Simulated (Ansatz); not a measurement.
For CsCl-type CoAl, revPBE in Ansatz (plane waves, PAW) gives:

lattice constant a: 2.868 Å
bulk modulus B0: 171 GPa
cohesive energy: 4.41 eV/atom
zone-centre TO phonon frequency: 321 cm⁻¹
elastic constant C11: 281 GPa
elastic constant C44: 136 GPa
polycrystal shear modulus: 111 GPa
formation enthalpy: -0.568 eV/atom

Problem. What does r²SCAN+rVV10 (plane waves, PAW; Ansatz, a program for electronic structure) give for the same quantities?

Solution. 
- lattice constant a: 2.817 Å (falls by 1.8 %)
- bulk modulus: 202 GPa (goes up by 18 %)
- cohesive energy: 4.89 eV/atom (rises by 0.48 eV/atom)
- zone-centre TO phonon frequency: 352 cm⁻¹ (grows by 9.7 %)
- elastic constant C11: 353 GPa (goes up by 26 %)
- elastic constant C44: 168 GPa (goes up by 24 %)
- Voigt–Reuss–Hill shear modulus: 143 GPa (increases by 29 %)
- formation enthalpy: -0.538 eV/atom (moves by +0.030 eV/atom)

For comparison: lattice constant a 2.861 Å (measured, room temperature, not corrected to a static lattice; as tabulated in Yamada et al. (2019), arXiv:1910.09660); bulk modulus 162 GPa (measured, room temperature, no zero-point or thermal correction; as tabulated in Yamada et al. (2019), arXiv:1910.09660); formation enthalpy -0.537 ± 0.01 eV/atom (measured, 298 K, copied from a table, unchecked, not corrected to a static lattice; as tabulated in Wang et al. (2021), doi:10.1038/s41598-021-94550-5).

Changes are worked out from the printed values.

Unless a cell is named, each level is at its own relaxed cell (revPBE 11.80, r²SCAN+rVV10 11.18 Å³/atom).

The crystal itself was run without spin with revPBE, r²SCAN+rVV10; a magnetic state was not tried in these runs.

Ansatz's density-functional and Hartree–Fock values are scalar-relativistic unless marked +SOC, with PAW data made under PBE.
